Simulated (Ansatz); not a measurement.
# Pressure series in Hf

The reference is Hf in the hcp (Mg type) structure (space group P6_3/mmc, No. 194; a = 3.204 Å, c = 5.069 Å).

Cell and atoms are relaxed at each pressure.

Method: PBE, PAW, 420 eV (Ansatz, a program for electronic structure; scalar-relativistic without spin-orbit coupling).

Notes on the quantities. enthalpy: H = E + PV relative to the base's energy.

```csv
variant,enthalpy,density,shortest interatomic distance
base,–,13.15 g/cm³,3.138 Å
pressure −2 GPa,-0.28 eV/atom,12.90 g/cm³,3.158 Å
pressure −1 GPa,-0.14 eV/atom,13.03 g/cm³,3.148 Å
pressure 3 GPa,+0.42 eV/atom,13.51 g/cm³,3.111 Å
pressure 7 GPa,+0.96 eV/atom,13.95 g/cm³,3.078 Å
pressure 15 GPa,+1.99 eV/atom,14.76 g/cm³,3.024 Å
pressure 30 GPa,+3.78 eV/atom,16.07 g/cm³,2.945 Å
pressure 50 GPa,+5.98 eV/atom,17.55 g/cm³,2.870 Å
pressure 75 GPa,+8.50 eV/atom,19.18 g/cm³,2.789 Å
pressure 100 GPa,+10.83 eV/atom,20.61 g/cm³,2.707 Å
```

Load acts through the strain it causes; cell and atoms are relaxed under it. Stability against distortions was not tested. Competing high-pressure phases were not computed. The final runs are not spin-polarised.
